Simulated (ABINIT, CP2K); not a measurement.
A CP2K input for a self-consistent single point of KF (Fm-3m, 2 atoms in the cell) (DFT PBE, GPW, DZVP-MOLOPT-PBE-GTH basis, GTH-PBE potentials (POTENTIAL_UZH)):

```
&GLOBAL
  PROJECT calc
  RUN_TYPE ENERGY_FORCE
  PRINT_LEVEL LOW
&END GLOBAL
&FORCE_EVAL
  METHOD Quickstep
  STRESS_TENSOR ANALYTICAL
  &DFT
    BASIS_SET_FILE_NAME BASIS_MOLOPT_UZH
    POTENTIAL_FILE_NAME POTENTIAL_UZH
    &QS
      METHOD GPW
      EPS_DEFAULT 1E-11
    &END QS
    &MGRID
      CUTOFF 550
      REL_CUTOFF 50
      NGRIDS 5
    &END MGRID
    &SCF
      SCF_GUESS ATOMIC
      EPS_SCF 1E-7
      MAX_SCF 100
      ADDED_MOS 4
      &DIAGONALIZATION
        ALGORITHM STANDARD
      &END DIAGONALIZATION
      &MIXING
        METHOD BROYDEN_MIXING
        ALPHA 0.3
        NBUFFER 12
      &END MIXING
      &SMEAR ON
        METHOD FERMI_DIRAC
        ELECTRONIC_TEMPERATURE [K] 232.09
      &END SMEAR
    &END SCF
    &KPOINTS
      SCHEME MONKHORST-PACK 9 9 9
    &END KPOINTS
    &XC
      &XC_FUNCTIONAL PBE
      &END XC_FUNCTIONAL
    &END XC
    &PRINT
      &MO
        EIGENVALUES T
        OCCUPATION_NUMBERS T
        NDIGITS 8
        FILENAME mo
        &EACH
          QS_SCF 0
        &END EACH
        ADD_LAST NUMERIC
      &END MO
      &MULLIKEN OFF
      &END MULLIKEN
    &END PRINT
  &END DFT
  &SUBSYS
    &CELL
      A 3.67883200 0.00000000 0.00000000
      B 1.83941600 3.18596200 0.00000000
      C 1.83941600 1.06198700 3.00375400
      PERIODIC XYZ
    &END CELL
    &COORD
      SCALED
      K        0.00000000     0.00000000     0.00000000
      F        0.50000000     0.50000000     0.50000000
    &END COORD
    &KIND K
      BASIS_SET DZVP-MOLOPT-PBE-GTH-q9
      POTENTIAL GTH-PBE-q9
    &END KIND
    &KIND F
      BASIS_SET DZVP-MOLOPT-PBE-GTH-q7
      POTENTIAL GTH-PBE-q7
    &END KIND
  &END SUBSYS
  &PRINT
    &FORCES ON
    &END FORCES
    &STRESS_TENSOR ON
    &END STRESS_TENSOR
  &END PRINT
&END FORCE_EVAL
```

### Question
Translate this input to ABINIT.

### Answer
One input that does it (others would too):

```
# KF, JTH v2.0 PBE PAW
pp_dirpath "./"
pseudos "K.GGA_PBE-JTH.xml, F.GGA_PBE-JTH.xml"
acell 3.6788319236 3.6788319236 3.6788319236 Angstrom
rprim
        -0.0000000000    0.7071067812    0.7071067812
         0.7071067812   -0.0000000000    0.7071067812
         0.7071067812    0.7071067812   -0.0000000000
natom 2
ntypat 2
znucl 19 9
typat 1 2
xred
         0.0000000000    0.0000000000    0.0000000000
         0.5000000000    0.5000000000    0.5000000000
ecut 48 Ry
pawecutdg 96 Ry
pawxcdev 0
ixc 11
occopt 3
tsmear 0.00073499
nband 13
kptopt 1
ngkpt 9 9 9
nshiftk 1
shiftk 0 0 0
nstep 80
toldfe 1.0e-09
prtwf 0
prtden 0
enunit 2
```

Basis, cutoffs, solver keys and any potentials are the target program's own. This input uses DFT, PBE, plane waves, PAW (JTH v2.0 PBE PAW). Both were run: pressure 5.29 GPa in CP2K and 4.86 in ABINIT; gap on the mesh 6.621 eV in CP2K and 6.614 in ABINIT.

On CP2K: the starting cell comes from a database of computed structures (which also holds hypothetical and non-ambient phases and stackings), without a prior relaxation at this level. For this run, on top of that: lattice scaled by 0.98. Values carry the incompleteness of an atom-centred basis. With a pressure of about 5 GPa the cell is away from its equilibrium volume at this level.

On ABINIT: the starting cell comes from a database of computed structures (which also holds hypothetical and non-ambient phases and stackings), without a prior relaxation at this level. For this run, on top of that: lattice scaled by 0.98. With a pressure of about 5 GPa the cell is away from its equilibrium volume at this level.
